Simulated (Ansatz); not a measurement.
Consider a periodic stack without vacuum, rock-salt TaC (0 0 1) on zinc-blende CdTe (0 0 1) (film strained to the substrate, started from cuts of the bulks and a machine-learned relaxation; slabs Cd4Te4 and C12Ta12, which can lie off the formulas): substrate slab Cd4Te4, film C12Ta12, surface cells [[1, 0], [1, 1]] and [[0, -1], [2, 1]], film strained by +4.6 and +4.6 %, outermost planes Te/Cd and CTa/CTa as cut, which need not be the usual terminations and can put a slab off its formula. Its start:

```
CELL_PARAMETERS angstrom
      4.68105     0.00000    -0.00598
      0.00000     4.68105    -0.01100
      0.74442     0.32433    27.73548
ATOMIC_POSITIONS crystal
  Cd 0.96206 0.97976 0.22487
  Cd 0.47899 0.45941 0.10530
  Cd 0.92306 0.98391 0.46202
  Cd 0.44231 0.47277 0.34457
  Te 0.96721 0.48210 0.16683
  Te 0.43184 0.96080 0.05022
  Te 0.93296 0.48344 0.40605
  Te 0.45232 0.97647 0.28626
  C  0.89371 0.85964 0.64000
  C  0.39327 0.36086 0.63933
  C  0.40557 0.86214 0.56100
  C  0.90512 0.36357 0.56089
  C  0.87115 0.85174 0.79450
  C  0.36921 0.35357 0.79425
  C  0.38147 0.85649 0.71747
  C  0.88023 0.35541 0.71715
  C  0.85428 0.84361 0.94984
  C  0.34664 0.35208 0.94963
  C  0.36122 0.85111 0.87279
  C  0.85925 0.34885 0.87210
  Ta 0.39396 0.86075 0.63939
  Ta 0.89420 0.35910 0.63940
  Ta 0.90488 0.86178 0.56611
  Ta 0.40512 0.36557 0.56544
  Ta 0.37032 0.85285 0.79502
  Ta 0.86961 0.35234 0.79450
  Ta 0.88165 0.85572 0.71735
  Ta 0.38083 0.35648 0.71708
  Ta 0.35068 0.84774 0.94766
  Ta 0.85154 0.34761 0.94611
  Ta 0.86017 0.85003 0.87227
  Ta 0.36059 0.35001 0.87211
```

The start was prepared with a machine-learned potential, and the result is one local minimum, with the in-plane cell held and forces under 0.04 eV/Å; the film can end far from its bulk form.

Calculation: PBE (plane waves to 420 eV, PAW; Ansatz, a program for electronic structure). Spin–orbit coupling is left out; the runs are not spin-polarised. Its k-point mesh 7×7×1, Fermi–Dirac width 0.05 eV.

Problem. Predict the relaxed interface.

Solution. 
| Quantity | Result |
|---|---|
| interface area | 21.9 Å² |
| period | 28.33 Å |
| heights between the nearest atoms of the two slabs at the two interfaces | 2.81 and 2.84 Å |
| Cd–Ta contacts across the interfaces within 1.22 times the sum of covalent radii | 1, mean 2.94 Å |
| Ta–Te contacts across the interfaces within 1.22 times the sum of covalent radii | 1, mean 2.88 Å |
| estimate of the barrier | withheld, since the two interfaces are unlike |
| slope of the mean potential energy in the substrate | -3.4 MV/cm × e |
